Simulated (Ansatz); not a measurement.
# WSi2 (space group I4/mmm, No. 139)

```yaml
crystal:
  lattice:
    - [-1.61472, 1.61472, 3.93387]
    - [1.61472, -1.61472, 3.93387]
    - [1.61472, 1.61472, -3.93387]
  atoms:
    - { symbol: W, position: [0.00000, 0.00000, 0.00000] }
    - { symbol: Si, position: [0.33458, 0.33458, 0.00000] }
    - { symbol: Si, position: [0.66542, 0.66542, 0.00000] }
```

Calculations: Ansatz (a quantum-chemistry and plane-wave program), PBE, PAW, cutoff 420 eV, no spin-orbit coupling, earlier PAW set. k-mesh 20×20×20 (Γ-centred); smearing 0.05 eV (Fermi–Dirac).

```json
{
 "volume_per_atom": "13.68 Å³",
 "density": "9.71 g/cm³",
 "band_gap": "zero",
 "total_energy": "-3886.185 eV/atom (σ→0; compares only within this code and set-up)"
}
```

Whether these cells are dynamically stable was not tested. All final runs are without spin polarisation.
